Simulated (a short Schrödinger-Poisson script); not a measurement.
From a short Schrödinger-Poisson script (our own, NumPy): 1D Poisson equation in equilibrium, electrons quantum, Hartree (BenDaniel-Duke, 40 states a valley, the channel's in-plane mass for all, wave functions free to enter the barrier), parabolic valleys, classical holes, full ionisation, no traps, pinning or gate leakage.

System: gated In0.52Al0.48As/In0.53Ga0.47As δ-doped gas in a quantum well, at 77 K.

From the gate side: 8 nm In0.52Al0.48As; 20 nm In0.52Al0.48As; 10 nm In0.53Ga0.47As; 4000 nm In0.52Al0.48As, acceptors 7e14 cm⁻³.

Constants are typed, rounded textbook-type inputs, not results; the design itself was drawn at random and stands for no fabricated device. In0.52Al0.48As: permittivity 12.5, conduction-band edge (eV) 0.52, gap (eV) 1.45, electron mass (mₑ) 0.075, Nv at 300 K (cm⁻³) 1.1e19. In0.53Ga0.47As: permittivity 13.9, conduction-band edge (eV) 0, gap (eV) 0.74, Nv at 300 K (cm⁻³) 7.7e18.

Channel valleys (confinement mass, in-plane density-of-states mass, number): Γ 0.041, 0.041, 1. At the gate the conduction-band edge of layer 1 lies 0.65 eV − eVg above the Fermi level of the channel; the field vanishes at the back. Sheet of ionised δ-doping: +1.8e12 e/cm² at 8 nm from the gate. The barrier under the gate holds no holes. Gaps are held at their typed values at every temperature. Mesh 0.08 nm at interfaces.

**Question.** Give the gate voltage at 1e11 electrons/cm² (V); the lowest subband against the Fermi level at Vg = 0.4 V (meV); the capacitance at Vg = 0.4 V (μF/cm²).

**Answer.** gate voltage at 1e11 electrons/cm² (V): 0.07; lowest subband against the Fermi level at Vg = 0.4 V (meV): -44.3; capacitance at Vg = 0.4 V (μF/cm²): 0.319.
